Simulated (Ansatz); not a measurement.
Phonons of BAs in the zinc blende structure at temperature

Method: the stochastic self-consistent harmonic approximation in a 3×3×3 supercell, DFT at the LDA level (Ansatz, a quantum-chemistry and plane-wave program). The cell is fixed at its relaxed static size. Melting and transitions to other phases are not modelled. An odd repeat of the supercell leaves out some zone-boundary points, where instabilities often lie. Frequencies in cm⁻¹ at q = (0.00, 0.00, 0.00) (fractions of the primitive reciprocal vectors), each column in ascending order, rows equal in every column written once; i marks an imaginary mode. The auxiliary (Gaussian) frequencies are positive by construction; the free-energy Hessian decides stability. At Γ the LO-TO splitting is left out.

```csv
harmonic,Gaussian 300 K,Hessian 300 K,Gaussian 600 K,Hessian 600 K
700,699,693,697,685
```

```
Quantity                                                                      Result
-------------------------------------------------------------------  ---------------
pressure at 300 K in this cell                                       1.27 ± 0.01 GPa
pressure at 600 K in this cell                                       1.85 ± 0.01 GPa
pressure near 300 K by path-integral sampling of the fitted surface         1.27 GPa
pressure near 600 K by path-integral sampling of the fitted surface         1.87 GPa
static pressure                                                             0.00 GPa
```

Over all wave vectors of the supercell the softest harmonic mode is 128 cm⁻¹ at q = (0.00, 0.00, 0.33); the softest of the Hessian is 126 cm⁻¹ at q = (0.00, 0.00, 0.33) at 300 K (error under 1; the run's verdict: stable), 125 cm⁻¹ at q = (0.00, 0.00, 0.33) at 600 K (error under 1; the run's verdict: stable).
